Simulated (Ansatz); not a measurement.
# Amorphous Ru₁₆Ga₁₆Si₁₆

A CHGNet melt-quench gave the starting glass, which DFT then relaxed. The hot cell started wider than the set density and was brought back towards it in steps. It is the lowest in DFT energy of 3 quenches. It is a model cell: composition and starting density were chosen by hand, and all elements were melted together. No dispersion term was used.

These are PBE, scalar-relativistic without spin-orbit coupling (plane waves to 420 eV, PAW; Ansatz, a quantum-chemistry and plane-wave program) values and carry that method's errors. Geometry, pressure, stress and energy are those of the PBE run. Its sampling: a 2×2×2 Γ-centred mesh; Fermi-Dirac width 0.1 eV; no spin polarisation.

| Item | Result |
|---|---|
| Number of atoms in the cell | 48 |
| Density (volume relaxed, without dispersion) | 7.14 g/cm^3 |
| Volume per atom | 15.42 Å³ |
| Pressure on a 2×2×2 Γ-centred mesh | 0.00 GPa |
| Largest force and stress component on that mesh (the relaxation ran on one k-point at (1/4, 1/4, 1/4)) | 0.29 eV/Å and 0.2 GPa |
| Gap on a 2×2×2 Γ-centred mesh (PBE) | within the smearing (under twice its width) |

Bonds are counted up to Ru-Ru 3.56 Å, Ru-Ga 3.14 Å, Ru-Si 3.16 Å, Ga-Ga 2.78 Å, Ga-Si 2.80 Å, Si-Si 2.66 Å.

Mean coordination of Ru: 10.88 (6 with 10, 6 with 11, 4 with 12)
Mean coordination of Ga: 5.75 (3 with 4, 4 with 5, 4 with 6, 4 with 7, 1 with 8)
Mean coordination of Si: 6.38 (1 with 4, 2 with 5, 6 with 6, 5 with 7, 1 with 8, 1 with 9)
Mean Ru-Si bond: 2.488 Å (spread 0.143 Å, 66 counted)
Mean Ru-Ga bond: 2.656 Å (spread 0.141 Å, 56 counted)

Its density started from a set value of 6.88 g/cm³. The quench (nominally 240 K/ps over its main leg) was far faster than any real one, so the model tends to hold more defects than a real film. Values belong to this one cell and scatter from quench to quench. Volume and shape were free in the relaxation. On a 2×2×2 Γ-centred mesh force components of up to 0.29 eV/Å stay, since the relaxation ran on one k-point at (1/4, 1/4, 1/4).
